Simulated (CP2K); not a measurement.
# CP2K run on CaZrN₂ (R-3m, 4 atoms in the cell): self-consistent single point

Computed with LDA (Pade form), GPW, DZVP-MOLOPT-SR-GTH basis, GTH-PADE potentials (GTH_POTENTIALS) (CP2K 2026.2).

This input was run:

```
&GLOBAL
  PROJECT calc
  RUN_TYPE ENERGY_FORCE
  PRINT_LEVEL MEDIUM
&END GLOBAL
&FORCE_EVAL
  METHOD Quickstep
  STRESS_TENSOR ANALYTICAL
  &DFT
    BASIS_SET_FILE_NAME BASIS_MOLOPT
    POTENTIAL_FILE_NAME GTH_POTENTIALS
    &QS
      METHOD GPW
      EPS_DEFAULT 1E-11
    &END QS
    &MGRID
      CUTOFF 500
      REL_CUTOFF 50
      NGRIDS 5
    &END MGRID
    &SCF
      SCF_GUESS ATOMIC
      EPS_SCF 1E-6
      MAX_SCF 100
      ADDED_MOS 6
      &DIAGONALIZATION
        ALGORITHM STANDARD
      &END DIAGONALIZATION
      &MIXING
        METHOD BROYDEN_MIXING
        ALPHA 0.2
        NBUFFER 12
        BETA 1
      &END MIXING
      &SMEAR ON
        METHOD FERMI_DIRAC
        ELECTRONIC_TEMPERATURE [K] 232.09
      &END SMEAR
    &END SCF
    &KPOINTS
      SCHEME MONKHORST-PACK 4 4 4
      GAMMA_CENTERED T
    &END KPOINTS
    &XC
      &XC_FUNCTIONAL PADE
      &END XC_FUNCTIONAL
    &END XC
    &PRINT
      &MO
        EIGENVALUES T
        OCCUPATION_NUMBERS T
        NDIGITS 8
        FILENAME mo
        &EACH
          QS_SCF 0
        &END EACH
        ADD_LAST NUMERIC
      &END MO
      &MULLIKEN ON
      &END MULLIKEN
    &END PRINT
  &END DFT
  &SUBSYS
    &CELL
      A 5.89459000 0.00000000 0.00000000
      B 4.97219900 3.16598000 0.00000000
      C 4.97220000 1.44862300 2.81512200
      PERIODIC XYZ
    &END CELL
    &COORD
      Ca       0.00000000     0.00000000     0.00000000
      Zr       7.91949450     2.30730150     1.40756100
      N        3.77158006     1.09882927     0.67033685
      N       12.06740894     3.51577373     2.14478515
    &END COORD
    &KIND Ca
      BASIS_SET DZVP-MOLOPT-SR-GTH-q10
      POTENTIAL GTH-PADE-q10
    &END KIND
    &KIND Zr
      BASIS_SET DZVP-MOLOPT-SR-GTH-q12
      POTENTIAL GTH-PADE-q12
    &END KIND
    &KIND N
      BASIS_SET DZVP-MOLOPT-SR-GTH-q5
      POTENTIAL GTH-PADE-q5
    &END KIND
  &END SUBSYS
  &PRINT
    &FORCES ON
    &END FORCES
    &STRESS_TENSOR ON
    &END STRESS_TENSOR
  &END PRINT
&END FORCE_EVAL
```

Output, abridged:

```
 GLOBAL| Method name                                                        CP2K
 GLOBAL| Project name                                                       calc
 GLOBAL| Run type                                                   ENERGY_FORCE

 CELL| Volume [angstrom^3]:                                            52.536240
 CELL| Vector a [angstrom]:       5.895     0.000     0.000   |a| =     5.894590
 CELL| Vector b [angstrom]:       4.972     3.166     0.000   |b| =     5.894590
 CELL| Vector c [angstrom]:       4.972     1.449     2.815   |c| =     5.894590
 CELL| Angle (b,c), alpha [degree]:                                    32.486379
 CELL| Angle (a,c), beta  [degree]:                                    32.486374
 CELL| Angle (a,b), gamma [degree]:                                    32.486391
 CELL| Numerically orthorhombic:                                              NO
 CELL| Periodicity                                                           XYZ

 DFT| Spin restricted Kohn-Sham (RKS) calculation                            RKS
 DFT| Multiplicity                                                             1
 DFT| Number of spin states                                                    1
 DFT| Charge                                                                   0
 DFT| XC density smoothing                                                  NONE
 DFT| XC derivatives                                                          PW

 QS| Method:                                                                 GPW
 QS| Density plane wave grid type                        NON-SPHERICAL FULLSPACE
 QS| Number of grid levels:                                                    5
 QS| Density cutoff [a.u.]:                                                250.0
 QS| Multi grid cutoff [a.u.]: 1) grid level                               250.0
   [... lines left out ...]
 BRILLOUIN| Wavefunction type                                            COMPLEX
 BRILLOUIN| List of Kpoints [2 Pi/Bohr]                                       36
 BRILLOUIN| Number           Weight            X              Y              Z
 BRILLOUIN|     1           0.03125       -0.25000       -0.25000       -0.25000
 BRILLOUIN|     2           0.03125       -0.25000       -0.25000        0.00000
 BRILLOUIN|     3           0.03125       -0.25000       -0.25000        0.25000
   [... 33 lines left out ...]
 *******************************************************************************

 Extrapolation method: initial_guess

 Re-scaling the density matrix to get the right number of electrons
                  # Electrons              Trace(P)               Scaling factor
                           32                32.000                        1.000

 Number of electrons:                                                         32
 Number of occupied orbitals:                                                 16
 Number of molecular orbitals:                                                22

 Number of orbital functions:                                                 66
 Number of independent orbital functions:                                     66
 SCF WAVEFUNCTION OPTIMIZATION

  Step     Update method      Time    Convergence         Total energy    Change
     1 NoMix/Diag. 0.20E+00      -     2.28123387      -104.8527681798 -1.05E+02
     2 Broy./Diag. 0.20E+00      -     0.17525745      -102.4743124983  2.38E+00
     3 Broy./Diag. 0.20E+00      -     0.21019684      -103.6579403055 -1.18E+00
     4 Broy./Diag. 0.20E+00      -     0.04029514      -104.3317162768 -6.74E-01
     5 Broy./Diag. 0.20E+00      -     0.04225458      -103.9508784755  3.81E-01
     6 Broy./Diag. 0.20E+00      -     0.00479656      -104.0368910857 -8.60E-02
     7 Broy./Diag. 0.20E+00      -     0.00684517      -104.0492173335 -1.23E-02
   [... 2 lines left out ...]
    10 Broy./Diag. 0.20E+00      -     0.00005123      -104.0732311183 -1.08E-03
    11 Broy./Diag. 0.20E+00      -     0.00018095      -104.0716946661  1.54E-03
    12 Broy./Diag. 0.20E+00      -     0.00000589      -104.0713873123  3.07E-04
    13 Broy./Diag. 0.20E+00      -     0.00001566      -104.0714282374 -4.09E-05
    14 Broy./Diag. 0.20E+00      -     0.00000091      -104.0714484045 -2.02E-05
  *** SCF run converged in    14 steps ***

  Electronic density on regular grids:        -31.9999999999        0.0000000001
  Core density on regular grids:               31.9999999998       -0.0000000002
  Total charge density on r-space grids:       -0.0000000001
  Total charge density g-space grids:          -0.0000000001

  Overlap energy of the core charge distribution:               0.00000000000116
  Self energy of the core charge distribution:               -207.53611878614927
  Core Hamiltonian energy:                                     50.20179983040151
  Hartree energy:                                              69.30044760899105
  Exchange-correlation energy:                                -16.03757603927503
  Electronic entropic energy:                                  -0.00000101843986
  Fermi energy:                                                 0.35992904314812

  Total energy:                                              -104.07144840450403
  Total energy (extrapolated to T->0):                       -104.07144789528409

                     Mulliken Population Analysis

 #  Atom  Element  Kind  Atomic population                           Net charge
       1     Ca       1          9.631089                              0.368911
       2     Zr       2         11.134694                              0.865306
       3     N        3          5.617108                             -0.617108
       4     N        3          5.617108                             -0.617108
 # Total charge                             32.000000                 -0.000000

 ENERGY| Total FORCE_EVAL ( QS ) energy [hartree]           -104.071465033765236

 FORCES| Atomic forces [hartree/bohr]
 FORCES|   Atom     x               y               z               |f|
 FORCES|      1 -4.88869498E-09  4.43266051E-09  9.67182798E-10   6.66957723E-09
 FORCES|      2  1.22297866E-08  2.91944219E-08 -1.55019618E-08   3.52447552E-08
 FORCES|      3 -2.20351983E-03 -6.42023636E-04 -3.91672471E-04   2.32832586E-03
 FORCES|      4  2.20351250E-03  6.41990014E-04  3.91687011E-04   2.32831210E-03
 FORCES| Sum     1.66430546E-11  5.04828514E-12  4.77684954E-12
 FORCES| Total atomic force                                       1.80359291E-11

 STRESS| Analytical stress tensor [bar]
 STRESS|                        x                   y                   z
 STRESS|      x       -6.26120235804E+04  -3.17188734759E+03  -1.93554997534E+03
 STRESS|      y       -3.17188734759E+03  -5.26494408758E+04  -5.63744917603E+02
 STRESS|      z       -1.93554997534E+03  -5.63744917603E+02  -5.20676644999E+04
 STRESS| 1/3 Trace                                            -5.57763763187E+04
```

The run converged in 14 iterations.

The starting cell comes from a database of computed structures (which also holds hypothetical and non-ambient phases and stackings), without a prior relaxation at this level. Its lattice was rescaled by up to half a per cent. Values carry the incompleteness of an atom-centred basis. With a pressure of about -6 GPa the cell is away from its equilibrium volume at this level.

Cost on one core of a shared machine: roughly 2 min.
